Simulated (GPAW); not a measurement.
GPAW is run on YMnSi (P4/nmm, 6 atoms in the cell), and the run fails. The aim is a self-consistent single point with DFT PBEsol, plane waves, GPAW PAW datasets PBEsol (made by gpaw-setup).

Cell that was meant: a = 3.8647 Å, b = 3.8647 Å, c = 7.2329 Å, α = 90.00°, β = 90.00°, γ = 90.00°.

Part of the input:

```python
            occupations={'name': 'marzari-vanderbilt', 'width': 0.05},
            nbands=-14,
            symmetry={'symmorphic': False, 'tolerance': 0.0005},
            maxiter=8)

atoms.calc = calc
```

Log, with long lists cut:

```
     iter     time        total  log10-change:  magmom
                         energy   eigst   dens
iter:   1 --:--:--   -46.399440                   +10.0127
iter:   2 --:--:--   -46.411081   -0.71  -1.27    +6.7277
iter:   3 --:--:--   -46.427853c  -1.47  -1.35    +3.4794
iter:   4 --:--:--   -46.156179   -1.51  -1.44    +3.9523
iter:   5 --:--:--   -46.106059   -2.80  -1.63    +3.9493
iter:   6 --:--:--   -46.427238   -2.32  -1.72    +3.9045
iter:   7 --:--:--   -46.140770   -2.03  -1.54    +3.9082
iter:   8 --:--:--   -46.136666   -3.36  -2.33    +3.8631

Did not converge!

Here are some tips:

1) Make sure the geometry and spin-state is physically sound.
2) Use less aggressive density mixing.
3) Solve the eigenvalue problem more accurately at each scf-step.
4) Use a smoother distribution function for the occupation numbers.
5) Try adding more empty states.
6) Use enough k-points.
7) Don't let your structure optimization algorithm take too large steps.
8) Solve the Poisson equation more accurately.
9) Better initial guess for the wave functions.

See details here:

    https://gpaw.readthedocs.io/documentation/convergence.html
Traceback (most recent call last):
   [... frames left out ...]
gpaw.KohnShamConvergenceError: Did not converge!  See text output for help.
```

### Question
Find the mistake and give the fix.

### Answer
The fault is an iteration limit that is too low. The loop is cut before its threshold is met, so whatever is printed at the end is not self-consistent. To fix it, raise the limit, or leave it to the default. The run ended unconverged after 8 iterations.

An input that runs soundly differs in these lines (not the only fix; some lines may just follow from the change or write a value another way):
```diff
-            maxiter=8)
+            maxiter=100)
```

With that input, the run converged in 18 iterations: free energy E − TS (from the program's reference atoms) -46.1258 eV; Fermi level (on the code's own zero) 8.14 eV; pressure -1.98 GPa; largest force (vector length) 0.252 eV/Å; size of the cell's spin moment 3.80 μB (DFT PBEsol, plane waves, GPAW PAW datasets PBEsol (made by gpaw-setup)).

On the sound input: the starting cell comes from a database of computed structures (which also holds hypothetical and non-ambient phases and stackings), without a prior relaxation at this level. Its lattice was rescaled by a random factor within 2.5 % of one. The magnetic order is the one reached from the typed start; others were not searched systematically.
